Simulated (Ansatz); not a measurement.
S on the 1x1 (0001) surface of corundum (cut with top plane Al), one in a 1x1 cell, energies for each (20.0 Å²). Energies are against ⅛ S8(g), without zero-point or thermal terms; each row is named by its start (#2, #3: further inequivalent places of a kind).

Host crystal: corundum, with a band gap (PBE, scalar-relativistic without spin-orbit coupling).

All values below come from PBE (plane waves to 420 eV, PAW; Ansatz, a program for electronic structure).

Model: 21-atom slab, 6.7 Å thick at the start under the adsorbate (thin: gaps and levels are the slab's own), 6x6x1 mesh, Fermi-Dirac 0.01 eV, dipole correction, 9 atoms held, the rest relaxed; each run with such symmetry as its start has; spin-polarised, no spin-orbit, no U, no dispersion correction.

A negative adsorption energy means that the adsorbate is more stable on the surface than in its reference. Starts that drift may end in the same place. Heights count from the host atoms within 0.3 Å of the top one. Moments of ungapped slabs depend on the mesh.

| starting site | E_ads (eV) | height (Å) | nearest host atom (Å) | bonded to | change of the vacuum step (eV) | lateral drift (Å) | moment (μB) |
|---|---|---|---|---|---|---|---|
| top Al | 2.02 | 2.31 | Al 2.31 | Al | 0.03 | 0.0 | 2.0 |
| top O (the adsorbate paired with a surface O atom) | 1.26 | 1.26 | O 1.83 | Al + O | 0.40 | 0.0 | 0.0 |
| over Al at depth 1.0 Å (the adsorbate is not bonded to the surface) | 2.89 | 2.66 | O 3.15 | none within bonding distance | 0.34 | 0.0 | 2.0 |
| over Al at depth 1.2 Å (the adsorbate is not bonded to the surface) | 2.85 | 2.56 | O 3.04 | none within bonding distance | 0.47 | 0.0 | 2.0 |
| hollow Al-O-O-O over O at depth 2.3 Å | 2.02 | 2.18 | Al 2.31 | Al | -0.16 | 1.2 | 2.0 |
| hollow Al-O-O-O over O at depth 2.3 Å #2 | 2.02 | 2.22 | Al 2.31 | Al | -0.11 | 1.3 | 2.0 |
| bridge O-O (span 2.6 Å) | 2.02 | 2.18 | Al 2.32 | Al | -0.16 | 1.5 | 2.0 |
